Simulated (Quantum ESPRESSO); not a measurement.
# σxx against uniaxial strain in rock-salt MgS (space group 225): C11 (Quantum ESPRESSO, LDA)

```
MgS
1.0
    0.00000     2.56454     2.56454
    2.52608     0.00000     2.56454
    2.52608     2.56454     0.00000
Mg S
1 1
Direct
  0.00000   0.00000   0.00000
  0.50000   0.50000   0.50000
```

Computed with LDA (PZ), GBRV 1.5 ultrasoft (LDA) pseudopotentials (plane waves; Quantum ESPRESSO). Settings: ecutwfc = 52 Ry; ecutrho = 260 Ry; occupations = smearing; smearing = fd; degauss = 0.000734986 Ry; potentials = {Mg: mg_lda_v1.4.uspp.F.UPF, S: s_lda_v1.4.uspp.F.UPF}; K_POINTS = automatic 12 12 12 0 0 0; conv_thr = 1e-10 Ry. The cell above is the first row's. The rows stretch one cube axis (x) by the strain ε and hold the other two. Stress is positive in tension. In all rows fractional positions and the k mesh are held.

```
ε (%)  σxx (GPa)
-----  ---------
-1.5       -2.65
-1.0       -1.70
-0.5       -0.81
0.0         0.04
0.5         0.83
1.0         1.58
1.5         2.29
2.0            ?
```

Taking a parabola for σxx over the 7 complete rows: Least squares gives σxx = 0.036 + 1.6443·ε - 0.0962·ε². Residuals (row less fit): -0.003, 0.005, 0.000, 0.004, -0.004, -0.004, 0.004; standard error 0.005 (degrees of freedom: 4). The slope at ε = 0, 1.6443 GPa per cent, gives C11 ≈ 100 × 1.6443 = 164 GPa, for the static lattice.

**Question.** Predict the withheld σxx at ε = 2.0 from the fit, and compare with the calculation.

**Answer.** σxx = 0.036 + 1.6443 × 2.0 - 0.0962 × 2.0² = 2.940 GPa. The calculation gives 2.95 GPa, 0.010 GPa above the prediction (0.2 % of the range of σxx in the table). The row lies outside the fitted rows, so this is an extrapolation. From the scatter of the fitted rows alone, a prediction at this place has a standard error of 0.009 GPa, so the miss is 1.1 times that.

Carrying the step between the two nearest rows on in a straight line would have given 3.00, off by 0.05; series whose last step already gives the withheld value aren't shown. The reference cell has the volume at which an earlier scan in this program and functional put its minimum by a fit. The runs keep the symmetry of the cell, so they don't test it for distortions. The unstrained cell stands at a pressure of -0.04 GPa, and the constants belong to that pressure. By symmetry this strain leaves no force on the atoms; the largest in the rows is 0.000 eV/Å. Cutoffs and mesh are single choices, not tested for convergence of this quantity. Series with a scatter that would blur these digits, or in which a gap closes, are not shown. Strain series were run only where this level's volume lies within 10 % of a first guess from the measured size.
